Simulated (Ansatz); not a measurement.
**Sn, element substitutions**

Base system: Sn (space group I4_1/amd, No. 141; a = 5.8329 Å, c = 3.1581 Å).

Each row replaces one element on all its sites; cell and atoms are relaxed.

Computed with DFT with PBEsol, PAW potentials and a 420 eV plane-wave cutoff in Ansatz (a program for electronic structure), spin-orbit coupling left out.

```
change   shortest interatomic distance  c/a ratio     density
-------  -----------------------------  ---------  ----------
base                           3.021 Å      0.541  7.34 g/cm³
Sn → Zn                        2.501 Å      0.493  6.76 g/cm³
Sn → Ge                        2.653 Å      0.547  6.58 g/cm³
Sn → In                        3.035 Å      0.527  7.16 g/cm³
```

Whether these cells are dynamically stable was not tested. As relaxed here, Zn and In are hypothetical phases, not in the database extracts checked. For Ge in this form, whether it has been made was not checked. This is not the structure that Ge has at room temperature and ambient pressure.
